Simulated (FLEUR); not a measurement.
# How far to go with the k-point mesh at a smearing width of 0.05 eV: K (Im-3m, 1 atom in the cell)

```
K
1.0
   -2.65320     2.65320     2.65320
    2.65320    -2.65320     2.65320
    2.65320     2.65320    -2.65320
K
1
Direct
  0.00000   0.00000   0.00000
```

Method: PBE, all-electron FLAPW (FLEUR), scalar-relativistic valence run with FLEUR.

Base settings: Kmax = 3.8 1/bohr; GmaxXC = 15.2 1/bohr; xcFunctional = pbe; jspins = 1; l_soc = F; mode = hist; fermiSmearingEnergy = 0.00367493 Htr; mesh (inpgen div1-3) = 4 4 4; inpgen gamma flag = true; Gmax = 15.2 1/bohr.

In this ladder: fermiSmearingEnergy = 0.00183747 Htr. Moved along: kpt_gamma.

The second cell is the first with its lattice scaled by 0.98.

Only quantities that move along the ladder and can be compared are tabulated.

The starting cell has typed, rounded lattice constants, without a prior relaxation at this level. Its lattice was rescaled by up to half a per cent. Values depend on the basis (sphere radii, cutoffs, local orbitals), which need not be converged.

Steps (kpt_div): 3 3 3; 4 4 4; 5 5 5; 6 6 6; 7 7 7; 8 8 8; 10 10 10; 12 12 12; 14 14 14; 17 17 17.

Q: What is the coarsest kpt_div that holds the free energy within 1 meV/atom of the last step, with all finer ones?

A: 12 12 12; the step before is off by 2.0 meV/atom.

Q: What is the coarsest kpt_div that holds the energy of the compressed cell less the first within 2 meV/atom of the last step, with all finer ones?

A: 5 5 5; the step before is off by 2.6 meV/atom.

```tsv
kpt_div	free energy less the last step's (meV/atom)	energy of the compressed cell less the first (meV/atom)
3 3 3	-85.14	-1.40
4 4 4	55.58	4.36
5 5 5	-2.89	1.63
6 6 6	14.33	2.57
7 7 7	-1.96	1.64
8 8 8	4.65	2.08
10 10 10	1.97	1.92
12 12 12	0.54	1.84
14 14 14	-0.20	1.79
17 17 17	0.00	1.78
```

The energy difference between the two cells stays within 1 meV/atom of the last step's from 5 5 5 on, the total only from 12 12 12 on: much of the error is common to both cells and cancels.
